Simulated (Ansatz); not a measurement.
Abridged Ansatz (an electronic-structure program) output:

```
Relaxation: its limit of steps is 60 (relax.max_steps)
Pseudopotential: Al, paw, valence charge 3
Pseudopotential: Cu, paw, valence charge 19
Crystal: 6 atoms, lattice volume = 88.706 Å³
Basis set: ecut = 420 eV, 1713 PW (Γ), exchange–correlation on 72×72×72 points (8 copies of the dense FFT grid, shifted against one another)
Bands: 31, of which v1, the nominal top of the filled ones, is band 25 counted from 1 (24 counted from 0)
Symmetry: 16 space group operations
k-points: 163 of 1728
Functional: x = pbe(κ = 0.804, μ = 0.2195149727645171), c = pbe(β = 0.06672455060314922)
SCF iter   1: F=—  HF=-15401.337261 eV  |F-HF|=—  |Δ(HF+E_count)|=         —  Δρ=5.00e-3  dr2=1.83e-2  ethr=1.77e-3  ⟨swp⟩=8.1  Hψ=25430  notcnv=0  defer=14
SCF iter   2: F=—  HF=-15401.336225 eV  |F-HF|=—  |Δ(HF+E_count)|=   1.04e-3  Δρ=1.23e-3  dr2=1.28e-3  ethr=3.67e-5  ⟨swp⟩=2.0  Hψ=8837  notcnv=0  defer=81
SCF 1 converged in 7 iterations: F = -15401.335717 eV  dr2 = 1.82e-8
relax step   1: F+E_penalty+E_count = -15401.33571728 eV  Δ(F+E_penalty+E_count) = +0.000e0 eV  max|allowed force component| = 1.526e-3 eV/Å  Δτ_max = 0.0000 Å  P = +0.894 GPa  Ω = 88.706 Å³  (7 SCF iters, dr2 threshold 1.00e-7 eV, accepted)
[... steps on the carried basis left out ...]
relax step   4: F+E_penalty+E_count = -15401.32645182 eV  Δ(F+E_penalty+E_count) = +4.056e-4 eV  max|allowed force component| = 2.052e-3 eV/Å  Δτ_max = 0.0000 Å  P = +2.094 GPa  Ω = 87.710 Å³  stress off target by 1.55e-2 GPa  SCF on the basis re-selected at this cell (its energy is not comparable with the rows above)  (6 SCF iters)
SCF converged after 6 iterations
Free energy (F): -15401.326452 eV
Internal energy: -15401.309701 eV  (E = F + TS)
E sigma→0 (E₀):  -15401.318076 eV
Entropy (-TS):   -0.016751 eV (-2.792 meV/atom)
Fermi energy:    10.608195 eV
--- Forces (eV/Å), atoms counted from 1 ---
  atom   1  Al     0.00205200     0.00205200     0.00000000
  atom   2  Al     0.00205200    -0.00205200     0.00000000
  atom   3  Al    -0.00205200     0.00205200     0.00000000
  atom   4  Al    -0.00205200    -0.00205200     0.00000000
  atom   5  Cu    -0.00000000    -0.00000000     0.00000000
  atom   6  Cu     0.00000000     0.00000000     0.00000000
--- Stress (GPa, compression-positive) ---
        2.099061       0.000000       0.000000
        0.000000       2.099061       0.000000
       -0.000000      -0.000000       2.084509
  P = ⅓ Tr σ = 2.0942 GPa (20.942 kbar)
--- Relaxed structure (3 steps of the walk, 3 accepted, 1 SCFs on fresh bases) ---
  cell:  # Å, volume = 87.7097 Å³
    - [-3.0101776824174875, 3.0101776824174875, 2.4199341823079132]
    - [3.0101776824174875, -3.0101776824174875, 2.4199341823079132]
    - [3.0101776824174875, 3.0101776824174875, -2.4199341823079132]
  atoms:
    - { symbol: Al, position: [0.6580631530732537, 0.1580631530732537, 0.8161263061465074] }
    - { symbol: Al, position: [0.8419368469267463, 0.6580631530732537, 0.5] }
    - { symbol: Al, position: [0.15806315307325372, 0.3419368469267463, 0.5] }
    - { symbol: Al, position: [0.34193684692674625, 0.8419368469267463, 0.18387369385349261] }
    - { symbol: Cu, position: [0.25, 0.25, 5.981191290518111e-21] }
    - { symbol: Cu, position: [0.7499999999999999, 0.7499999999999999, 5.981191290518105e-21] }
```

What was computed, and what are the main results?

Al2Cu, 6 atoms in the cell, with PBE (Ansatz), no spin-orbit coupling, from a series relaxed to a target (pressure 2.1 GPa). The last SCF converged to F = -15401.326452 eV, or -2566.8877 eV per atom, at a pressure of 2.09 GPa. The total energy compares only with runs of the same code, potentials and settings.

Load acts through the strain it causes; cell and atoms are relaxed under it. Whether these cells are dynamically stable was not tested. All final runs are without spin polarisation. The cell was made from Al2Cu (space group I4/mcm, No. 140) by this change: pressure 2.1 GPa.

Keys are those of Ansatz 0.2.
